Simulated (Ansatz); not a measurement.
# Si on the Ga site + N vacancy in wurtzite GaN

Calculation: PBE, PAW (plane waves to 420 eV; Ansatz, an electronic-structure program). The supercell holds 96 host sites (3×2×2 repeats of a cell of 8 atoms), with a 2×2×2 shifted k-point sampling for the final energies. Sites at the start: the Ga site; N 1.98 Å away, along c. Energies of charged states are corrected for periodic images (point charge plus alignment at distant sites). Dielectric constants: PBE linear response of the host. Host gap at this level: 1.71 eV. A cell of this size leaves errors of a few tenths of an eV. PBE underestimates the host's gap, which shifts levels and can delocalise carriers. Spin–orbit coupling is left out. Each state is the lowest found from its start.

Formation energies E_f are given with the Fermi level at the valence-band maximum. Chemical conditions: Ga-rich (Δμ(Ga) = 0.00 eV, Δμ(N) = -0.88 eV, Δμ(Si) = -1.30 eV, bounded by beta Si3N4; only phases computed here count, gases as isolated molecules at 0 K); N-rich (Δμ(Ga) = -0.88 eV, Δμ(N) = 0.00 eV, Δμ(Si) = -2.47 eV, bounded by beta Si3N4; only phases computed here count, gases as isolated molecules at 0 K). Reference phases: Ga: alpha gallium, N: N2 molecule in a box, Si: silicon.

The name describes the start; the neighbours show where the atoms ended.

Charges with a result: +2, +1, 0, −1. Others weren't obtained, and one of them could lie lower, also by skipping a charge.

```json
[
 {"charge": "+2", "moment (μB)": "not spin-polarised", "largest move off a lattice site (Å)": "0.16", "neighbours of the last Si atom of the defect at the end (Å)": "N 1.76, N 1.77, N 1.77", "image correction with alignment (eV)": "0.41", "E_f, Ga-rich (eV)": "0.50", "E_f, N-rich (eV)": "1.68"},
 {"charge": "+1", "moment (μB)": "1.0", "largest move off a lattice site (Å)": "0.14", "neighbours of the last Si atom of the defect at the end (Å)": "N 1.80, N 1.81, N 1.81", "image correction with alignment (eV)": "0.04", "E_f, Ga-rich (eV)": "2.02", "E_f, N-rich (eV)": "3.20"},
 {"charge": "0*", "moment (μB)": "not spin-polarised", "largest move off a lattice site (Å)": "0.31", "neighbours of the last Si atom of the defect at the end (Å)": "N 1.80, N 1.85, N 1.85, Ga 2.79", "image correction with alignment (eV)": "–", "E_f, Ga-rich (eV)": "–", "E_f, N-rich (eV)": "–"},
 {"charge": "−1*", "moment (μB)": "1.0", "largest move off a lattice site (Å)": "0.29", "neighbours of the last Si atom of the defect at the end (Å)": "N 1.84, N 1.87, N 1.87, Ga 2.90", "image correction with alignment (eV)": "–", "E_f, Ga-rich (eV)": "–", "E_f, N-rich (eV)": "–"}
]
```

* At this level the carrier isn't localised at the defect: at charge 0 electrons occupy the conduction band; at charge −1 electrons occupy the conduction band. Such a state is shallow or no state of the defect, and this cell gives it no level.

Transition levels above the valence-band maximum: ε(+2/+1) = 1.52 eV. On the lower envelope of the bound states, inside the gap: (+2/+1) at 1.52 eV.

Flagged in the runs: a host whose relaxation on this sampling wasn't shown to rest.

All states together cost around 8 core-hours (rough).
